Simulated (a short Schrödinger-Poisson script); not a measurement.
Stack: symmetric double-gate stack, SiO2 on p-type Si(100), at 300 K.

```csv
layer,material,thickness (nm),Na (cm⁻³)
1,SiO2,3.2,-
2,Si,14,7e17
3,SiO2,3.2,-
```

Constants are typed, rounded textbook-type inputs, not results; the design itself was drawn at random and stands for no fabricated device. SiO2: permittivity 3.9, conduction-band edge (eV) 3.15, gap (eV) 9, electron mass (mₑ) 0.5. Si: permittivity 11.7, conduction-band edge (eV) 0, gap (eV) 1.124, Nv at 300 K (cm⁻³) 3.1e19.

Channel valleys (confinement mass, in-plane density-of-states mass, number): Δ2 0.916, 0.19, 2; Δ4 0.19, 0.417, 4. At the gates, both at one voltage, the conduction-band edge of layer 1 lies 3.26 eV − eVg above the Fermi level of the channel. Gaps are held at their typed values at every temperature. Mesh 0.03 nm at interfaces.

From a short Schrödinger-Poisson script (our own, NumPy): 1D Poisson equation in equilibrium, electrons quantum, Hartree (BenDaniel-Duke, 12 states a valley, the channel's in-plane mass for all, wave functions free to enter the dielectric), parabolic valleys, classical holes, full ionisation, no traps, pinning or gate leakage.

The same stack at other levels of the model or other numerical settings:

```json
[
 {"run": "base", "sheet density of all electrons at Vg = 2.25 V (cm⁻²)": "2.43e13", "sheet density of all electrons at Vg = 0.45 V (cm⁻²)": "3.30e12", "capacitance of both gates at Vg = 2.25 V (μF/cm²)": "1.95", "rough cost against the base": "about 1"},
 {"run": "electrons treated as classical, Boltzmann", "sheet density of all electrons at Vg = 2.25 V (cm⁻²)": "2.67e13", "sheet density of all electrons at Vg = 0.45 V (cm⁻²)": "3.79e12", "capacitance of both gates at Vg = 2.25 V (μF/cm²)": "(withheld)", "rough cost against the base": "0.02"},
 {"run": "electrons treated as classical, Fermi-Dirac", "sheet density of all electrons at Vg = 2.25 V (cm⁻²)": "(withheld)", "sheet density of all electrons at Vg = 0.45 V (cm⁻²)": "3.76e12", "capacitance of both gates at Vg = 2.25 V (μF/cm²)": "(withheld)", "rough cost against the base": "0.08"},
 {"run": "mesh six times as coarse", "sheet density of all electrons at Vg = 2.25 V (cm⁻²)": "2.43e13", "sheet density of all electrons at Vg = 0.45 V (cm⁻²)": "3.29e12", "capacitance of both gates at Vg = 2.25 V (μF/cm²)": "1.95", "rough cost against the base": "0.2"}
]
```

Problem. Fill in the missing entries.

Solution. 
- electrons treated as classical, Fermi-Dirac, sheet density of all electrons at Vg = 2.25 V (cm⁻²): 2.61e13
- electrons treated as classical, Boltzmann, capacitance of both gates at Vg = 2.25 V (μF/cm²): 2.10
- electrons treated as classical, Fermi-Dirac, capacitance of both gates at Vg = 2.25 V (μF/cm²): 2.03

The classical rows ignore confinement, and Boltzmann statistics overrate the density once the band edge passes the Fermi level.
